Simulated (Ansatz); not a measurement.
Adsorption energy and surface dipole of Cl on the 1x1 (111) surface of ceria (cut with top plane O), one in a 2x2 cell, started at the site 'top Ce', worked from the runs' numbers; total energies count from the potentials' own zero.

Host crystal: ceria, with a band gap (PBE, scalar-relativistic without spin-orbit coupling).

All values below come from PBE (plane waves to 420 eV, PAW; Ansatz, a first-principles code).

Slab: 37 atoms, 7.8 Å thick at the start under the adsorbate (thin: gaps and levels are the slab's own); k 3x3x1, smearing 0.01 eV, dipole-corrected; 16 atoms held, the rest relaxed; held to the start's symmetry, so lower structures may exist; spin-polarised, ending with about 1.0 μB a cell, a value that depends on the mesh; orders that need a larger cell were not tried, no spin-orbit, no U, no dispersion correction. The slab shows no gap over 0.04 eV on its mesh. It is one chosen start, not shown to be the lowest state of the adsorbate.

```json
[
 {"quantity": "slab with the adsorbate", "value": "-93664.287 eV"},
 {"quantity": "clean slab, same cell and mesh", "value": "-92585.559 eV"},
 {"quantity": "reference, ½ Cl2(g)", "value": "-1079.444 eV"},
 {"quantity": "area of the cell", "value": "51.72 Å²"},
 {"quantity": "change of the step from the bottom to the top vacuum level", "value": "1.130 eV"}
]
```

What is the adsorption energy against this reference?

E(slab + adsorbate) − E(slab) − E(reference) = 0.72 eV, so in this state the adsorbate is less stable than in the reference, at a coverage of 1.93 a nm².

What dipole does adsorption add to the slab along the outward normal (Helmholtz relation, ε₀ = 0.005526 e/(V·Å))?

p = −ε₀·A·ΔV = -0.323 e·Å = -1.55 D; its negative end points to the vacuum, which raises the vacuum level.
